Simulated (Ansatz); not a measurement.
The (010) face of black phosphorus can be cut between different planes. Symmetric, stoichiometric slabs relaxed in the 1x1 cell (13.8 Å²): top plane 2 P, 2.17 Å over the next in the ideal cut; top plane 2 P, 2.93 Å over the next in the ideal cut.

Computed with PBE with D3(BJ) dispersion (plane waves to 420 eV, PAW; Ansatz, a quantum-chemistry and plane-wave program).

Question: Order them by surface energy (lowest first) at the level PBE with D3(BJ) dispersion.

Answer: the cut with an outer spacing of 2.17 Å (0.34 J/m²), the cut with an outer spacing of 2.93 Å (1.32 J/m²)
